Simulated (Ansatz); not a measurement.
Results of r²SCAN (Ansatz, a program for electronic structure, PAW) for ZrTiO4 (model structure, started from the TaAlO4 type, Pbcn, No. 60, 24 atoms in the cell).

Numerical settings: plane-wave cutoff 560 eV, 8×4×8 k mesh (along the axes of the cell as run), Fermi–Dirac smearing 0.01 eV, no spin polarisation, scalar-relativistic PAW data made under PBE.

Cell (relaxed with PBEsol):

```
CELL_PARAMETERS angstrom
      4.69906     0.00000     0.00000
      0.00000    11.77856     0.00000
      0.00000     0.00000     4.92662
ATOMIC_POSITIONS crystal
  Zr 0.50000 0.33351 0.75000
  Zr 0.50000 0.66649 0.25000
  Zr 0.00000 0.16649 0.25000
  Zr 0.00000 0.83351 0.75000
  Ti 0.50000 0.07224 0.75000
  Ti 0.50000 0.92776 0.25000
  Ti 0.00000 0.42776 0.25000
  Ti 0.00000 0.57224 0.75000
  O  0.73043 0.05256 0.42777
  O  0.26957 0.94744 0.57223
  O  0.76957 0.44744 0.92777
  O  0.23043 0.55256 0.07223
  O  0.23043 0.44744 0.57223
  O  0.76957 0.55256 0.42777
  O  0.26957 0.05256 0.07223
  O  0.73043 0.94744 0.92777
  O  0.78012 0.68787 0.91546
  O  0.21988 0.31213 0.08454
  O  0.71988 0.81213 0.41546
  O  0.28012 0.18787 0.58454
  O  0.28012 0.81213 0.08454
  O  0.71988 0.18787 0.91546
  O  0.21988 0.68787 0.58454
  O  0.78012 0.31213 0.41546
```

Problem. What does this level give for the band gap, smallest direct gap on the k points sampled and Γ–Γ gap?

Solution. 
- band gap: 3.61 eV
- smallest direct gap on the k points sampled: 3.68 eV
- Γ–Γ gap: 3.70 eV

Note: the relaxation could raise the start's symmetry but not lower it, so the cell can be a saddle point; cell and atoms aren't relaxed at this level (largest force component 0.05 eV/Å, pressure 2.5 GPa).

Spin–orbit coupling is not included.

Static lattice: no zero-point or thermal effects.

Cost on a shared machine: around 10 core-minutes (rough).

A model structure was made by putting elements into a prototype or built by hand; it is no filed structure, need not be a known phase, and can be a saddle point held by its symmetry.
